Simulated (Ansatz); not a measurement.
System: GePt2 (P-62m, No. 189; cell taken from a computed entry). Method: r²SCAN-D4 (Ansatz, an electronic-structure program, PAW).

Numerical settings: plane-wave cutoff 500 eV, 12×12×12 k mesh, Fermi–Dirac smearing 0.05 eV, scalar-relativistic PAW data made under PBE.

Computed at the level's own relaxed cell.

Estimate the equilibrium volume per atom, equilibrium lattice constant a and lattice parameter c that the calculation returns.


* **equilibrium volume per atom**: 15.33 Å³/atom
* **equilibrium lattice constant a**: 6.701 Å
* **lattice parameter c**: 3.548 Å

The run finds no gap.

Note: the relaxation could not lower the start's symmetry, so the cell can be a saddle point above a distorted one.

Spin–orbit coupling is not included.

The result took roughly 15 core-minutes.
